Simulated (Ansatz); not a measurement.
Abridged Ansatz (a first-principles code) output:

```
Relaxation: its limit of steps is 50 (relax.max_steps)
Pseudopotential: Al, paw, valence charge 3
Pseudopotential: O, paw, valence charge 6
Crystal: 10 atoms, lattice volume = 84.956 Å³
Basis set: ecut = 500 eV, 2167 PW (Γ), exchange–correlation on 160×160×160 points (64 copies of the dense FFT grid, shifted against one another)
Bands: 34, of which v1, the nominal top of the filled ones, is band 24 counted from 1 (23 counted from 0)
Symmetry: 2 space group operations
k-points: 260 of 512
Functional: x = r2scan, c = r2scan; τ floored in thin density (d = 2e-4 eV/Å³)
SCF iter   1: F=—  HF=-5590.103561 eV  |F-HF|=—  |Δ(HF+E_count)|=         —  Δρ=8.05e-3  dr2=5.18e-2  dr2_τ=6.29e-1  ethr=1.77e-3  ⟨swp⟩=8.0  Hψ=49552  notcnv=0  defer=185
SCF iter   2: F=—  HF=-5590.626448 eV  |F-HF|=—  |Δ(HF+E_count)|=   5.23e-1  Δρ=5.83e-3  dr2=2.22e-2  dr2_τ=9.89e-4  ethr=1.08e-4  ⟨swp⟩=3.0  Hψ=20253  notcnv=0  defer=1002
SCF 1 converged in 9 iterations: F = -5590.622889 eV  dr2 = 3.54e-10
relax step   1: F+E_penalty+E_count = -5590.62288928 eV  Δ(F+E_penalty+E_count) = +0.000e0 eV  max|allowed force component| = 5.942e-2 eV/Å  Δτ_max = 0.0000 Å  (9 SCF iters, accepted)
Crystal: 10 atoms, lattice volume = 84.956 Å³
SCF iter   1: F=—  HF=-5590.623141 eV  |F-HF|=—  |Δ(HF+E_count)|=         —  Δρ=1.31e-4  dr2=8.96e-6  dr2_τ=1.51e-4  ethr=1.69e-8  ⟨swp⟩=2.0  Hψ=28349  notcnv=0  defer=1001
SCF iter   2: F=—  HF=-5590.623139 eV  |F-HF|=—  |Δ(HF+E_count)|=   2.40e-6  Δρ=6.99e-5  dr2=2.75e-6  dr2_τ=1.55e-7  ethr=1.69e-8  ⟨swp⟩=2.0  Hψ=13737  notcnv=0  defer=1001
SCF 2 converged in 6 iterations: F = -5590.623139 eV  dr2 = 1.07e-10
relax step   2: F+E_penalty+E_count = -5590.62313859 eV  Δ(F+E_penalty+E_count) = -2.493e-4 eV  max|allowed force component| = 4.217e-2 eV/Å  Δτ_max = 0.0013 Å  (6 SCF iters, accepted)
Crystal: 10 atoms, lattice volume = 84.956 Å³
SCF iter   1: F=—  HF=-5590.623249 eV  |F-HF|=—  |Δ(HF+E_count)|=         —  Δρ=5.92e-4  dr2=3.62e-4  dr2_τ=1.48e-3  ethr=1.32e-6  ⟨swp⟩=2.2  Hψ=20941  notcnv=0  defer=1002
SCF iter   2: F=—  HF=-5590.623219 eV  |F-HF|=—  |Δ(HF+E_count)|=   2.99e-5  Δρ=3.07e-4  dr2=9.31e-5  dr2_τ=2.64e-6  ethr=7.55e-7  ⟨swp⟩=2.0  Hψ=15876  notcnv=0  defer=1002
SCF 3 converged in 7 iterations: F = -5590.623187 eV  dr2 = 1.75e-11
relax step   3: F+E_penalty+E_count = -5590.62318726 eV  Δ(F+E_penalty+E_count) = -4.867e-5 eV  max|allowed force component| = 4.098e-2 eV/Å  Δτ_max = 0.0033 Å  (7 SCF iters, accepted)
Crystal: 10 atoms, lattice volume = 84.956 Å³
[...]
  atom   3  Al    -0.00053972    -0.00262513     0.00004053
  atom   4  Al     0.00085359    -0.00245718    -0.00003932
  atom   5  O      0.00009793     0.00180641     0.00080192
  atom   6  O      0.00057631     0.00047146    -0.00054915
  atom   7  O     -0.00083883     0.00072670    -0.00024096
  atom   8  O     -0.00009793    -0.00180641    -0.00080192
  atom   9  O     -0.00057631    -0.00047146     0.00054915
  atom  10  O      0.00083883    -0.00072670     0.00024096
--- Stress (GPa, compression-positive) ---
        0.024209      -1.413686      -0.183427
       -1.413677       0.002389      -0.003241
       -0.183423      -0.003270       0.007818
  P = ⅓ Tr σ = 0.0115 GPa (0.115 kbar)
--- Relaxed structure (4 steps of the walk, 4 accepted, 0 SCFs on fresh bases) ---
  atoms:
    - { symbol: Al, position: [0.35140845033503815, 0.3526968613831148, 0.3516278947812895] }
    - { symbol: Al, position: [0.14887151752029745, 0.1475979356371569, 0.14779691656184982] }
    - { symbol: Al, position: [0.6485915496649615, 0.6473031386168849, 0.6483721052187104] }
    - { symbol: Al, position: [0.8511284824797024, 0.8524020643628429, 0.8522030834381501] }
    - { symbol: O, position: [0.5560050825368129, 0.9432741930594308, 0.2502534651222793] }
    - { symbol: O, position: [0.24986873198101933, 0.5567534878259165, 0.9436078636022083] }
    - { symbol: O, position: [0.9440110459359289, 0.24987751064535035, 0.5563484900817245] }
    - { symbol: O, position: [0.4439949174631869, 0.05672580694056922, 0.7497465348777208] }
    - { symbol: O, position: [0.7501312680189804, 0.44324651217408345, 0.05639213639779178] }
    - { symbol: O, position: [0.05598895406407095, 0.7501224893546496, 0.44365150991827546] }
```

Q: What was computed, and what are the main results?

A: Al2O3, 10 atoms in the cell, with r2SCAN (Ansatz; PAW; 500 eV plane waves; no SOC). The last SCF converged to F = -5590.623401 eV, or -559.0623 eV per atom, at a pressure of 0.01 GPa. The total energy compares only with runs of the same code, potentials and settings.

The cells carry an imposed strain or load. Stability against distortions was not tested. The cell was made from Al2O3 in the corundum structure (space group R-3c, No. 167) by this change: tensor shear ε_xy = +0.42 %.

Keys are those of Ansatz 0.2.
